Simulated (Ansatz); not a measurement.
What electrons 3.0×10^21 cm⁻³ does to SiO2

Take SiO₂ in the rutile structure (space group P4_2/mnm, No. 136; a = 4.236 Å, c = 2.690 Å) as the base.

The change: electron doping at 3.0×10^21 cm⁻³ (0.145 per cell), with a uniform compensating background at fixed cell and a 300 K Fermi–Dirac width.

Method: PBE, PAW, 420 eV (Ansatz, a quantum-chemistry and plane-wave program; no spin-orbit coupling). Γ-centred 11×11×17 mesh, Fermi–Dirac width 0.0259 eV.

```json
[
 {"quantity": "gap between the host's bands", "base": "5.04 eV", "changed": "5.01 eV", "shift": "-0.03 eV"},
 {"quantity": "gap character", "base": "direct at Γ", "changed": "direct at Γ", "shift": "–"},
 {"quantity": "Fermi level relative to the doped band's edge (positive inside the band; to 0.05 eV)", "base": "–", "changed": "+1.25 eV", "shift": "–"}
]
```

Charged cell with a jellium background: band edges are those of the host's band count, energies are not comparable with the neutral cell, and many-body gap narrowing is missing. Stability against distortions was not tested.
